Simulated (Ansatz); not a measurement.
Levels about the gap of amorphous Ti₂₀O₄₁Zn (62 atoms in a cell of 761 Å³, 3.66 g/cm³; zone centre alone, so wide bands show as single levels with stretches between that a denser mesh fills), at the geometry that PBE relaxed, where it gives 1.6 GPa on a denser mesh. The participation number counts the atoms over which a state spreads; weights are charges in smoothed Voronoi cells. The levels come from a single point, so bond lengths are those of that geometry. Method of the levels: r2SCAN, scalar-relativistic without spin-orbit coupling (Ansatz, a first-principles code). Sampling: the zone centre alone; Fermi-Dirac width 0.02 eV; no spin polarisation. At PBE the levels at the filled edge of the gap are localised (band-tail or defect states).

A CHGNet melt-quench gave the starting glass, which DFT then relaxed. O atoms were pushed apart under 1.9 Å during the dynamics, to hinder bonds among them. The hot cell started wider than the set density and was brought back towards it in steps. It is the lowest in DFT energy of 2 quenches. It is a model cell: composition and starting density were chosen by hand, and all elements were melted together. No dispersion term was used. Its density started from a set value of 3.66 and ended at 3.66 g/cm³. The quench (nominally 300 K/ps over its main leg) was far faster than any real one, so the model tends to hold more defects than a real film. A cell of this size samples the disorder only roughly. The volume was held where the preparation left it and the shape relaxed, at a PBE pressure of 1.6 GPa. Stress components on the final sampling reach 1.8 GPa.

| E - E(highest filled), eV | filling | participation number | largest on | weight O | weight Ti | weight Zn |
|---|---|---|---|---|---|---|
| -0.35 | filled | 25.8 | O, 3 neighbours | 0.92 | 0.06 | 0.02 |
| -0.30 | filled | 11.6 | O, 3 neighbours | 0.92 | 0.06 | 0.01 |
| -0.28 | filled | 24.4 | O, 3 neighbours | 0.93 | 0.07 | 0.01 |
| -0.21 | filled | 19.5 | O, 2 neighbours | 0.92 | 0.07 | 0.01 |
| -0.19 | filled | 14.9 | O, 2 neighbours | 0.92 | 0.08 | 0.00 |
| -0.09 | filled | 9.1 | O, 2 neighbours | 0.93 | 0.07 | 0.00 |
| 0.00 | filled | 9.9 | O, 3 neighbours | 0.92 | 0.05 | 0.02 |
| 3.07 | empty | 9.7 | Ti, 6 neighbours | 0.19 | 0.81 | 0.00 |
| 3.14 | empty | 15.7 | Ti, 6 neighbours | 0.17 | 0.83 | 0.00 |
| 3.17 | empty | 13.5 | Ti, 6 neighbours | 0.21 | 0.79 | 0.00 |
| 3.24 | empty | 18.7 | Ti, 6 neighbours | 0.16 | 0.84 | 0.00 |
| 3.28 | empty | 17.1 | Ti, 6 neighbours | 0.19 | 0.81 | 0.00 |
| 3.39 | empty | 16.9 | Ti, 6 neighbours | 0.19 | 0.81 | 0.00 |
| 3.40 | empty | 10.6 | Ti, 5 neighbours | 0.17 | 0.83 | 0.00 |

Most localised among these is the filled level at -0.09 eV, on a O atom, which has 2 neighbours (Ti 1.81 Å, Ti 1.85 Å).
